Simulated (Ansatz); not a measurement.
Results of r²SCAN (PAW; Ansatz, a first-principles code) for CsCl-type FeTi.

Run with plane-wave cutoff 500 eV, 18×18×18 k mesh, Fermi–Dirac smearing 0.1 eV, no spin polarisation, scalar-relativistic PAW data made under PBE.

Computed at the level's own relaxed cell.

Q: What does this level give for the equilibrium volume per atom and equilibrium lattice constant a?

A: 
* **equilibrium volume per atom**: 12.68 Å³/atom
* **equilibrium lattice constant a**: 2.938 Å

The run finds no gap.

The computed numbers hold no vibrational or temperature effects.
